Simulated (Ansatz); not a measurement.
An Ansatz (an electronic-structure program) input (Ansatz, PBEsol, PAW, cutoff 420 eV, no spin-orbit coupling):

Ansatz 0.2 input:
```yaml
crystal:
  lattice:
    - [0, 3.6555996557, 3.6555996557]
    - [3.6555996557, 0, 3.6555996557]
    - [3.6555996557, 3.6555996557, 0]
  atoms:
    - { symbol: Br, position: [0.75, 0.75, 0.75] }
    - { symbol: K, position: [0, 0, 0] }
basis: { ecutwfc: 420, ecutrho_ratio: 4, xc_grid: 2, fft_grid_basis: typed }
kpoints: { mp_grid: { grid: [8, 8, 8] } }
hamiltonian:
  xc: pbesol
  dispersion: none
  pseudopotentials: { kind: paw }
scf: { occupations: { method: fermi_dirac, width: 0.05 }, convergence: { dr2_threshold: 0.0000000002 } }
output: { forces: true, stress: true }
```

Q: Which symmetry and how many k-points will the program report, and about how many plane waves at Γ?

A: Space group F-43m (ITA 216) with 24 operations, k-points 29 of 512, and 1917 plane waves at Γ.

Stability against distortions was not tested. The cell is KBr in the zinc blende structure (space group F-43m, No. 216; a hypothetical phase, not in the database extracts checked).
